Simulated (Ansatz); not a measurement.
Zn interstitial (zinc-blende GaAs host)

Computed with PBE, PAW (plane waves to 420 eV; Ansatz, an electronic-structure program). A 2×2×2 supercell of 64 sites was used; the energies come from a 2×2×2 shifted sampling of its zone. Site at the start: void with 4Ga nearest. Charged cells carry a point-charge image correction with potential alignment at far atoms. Dielectric constants: PBE linear response of the host. Host gap at this level: 0.16 eV. These values are not converged in cell size to better than tenths of an eV. PBE closes or nearly closes this host's gap, so even the neutral cell can hold carriers in host bands. Spin–orbit coupling is left out. Each state is the lowest found from its start.

The name describes the start; the neighbours show where the atoms ended.

Charges from +2 to 0 were run; one beyond them could lie lower near a band edge.

```tsv
charge	moment (μB)	largest move off a lattice site (Å)	neighbours of the last Zn atom of the defect at the end (Å)	image correction with alignment (eV)
+2†	not spin-polarised	0.17	Ga 2.65, Ga 2.65, Ga 2.65, Ga 2.65	0.66
+1†	1.0	0.15	Ga 2.63, Ga 2.63, Ga 2.63, Ga 2.63	0.24
0†	not spin-polarised	0.12	Ga 2.60, Ga 2.60, Ga 2.60, Ga 2.60	0.00
```

† Not settled in this cell, so no level is given: charge +2: a level filled in part, carriers not clearly localised, no spin-polarised start tried; charge +1: a level filled in part, carriers not clearly localised, level within 0.1 eV of a band edge or past it; charge 0: carriers not clearly localised, level within 0.1 eV of a band edge or past it.
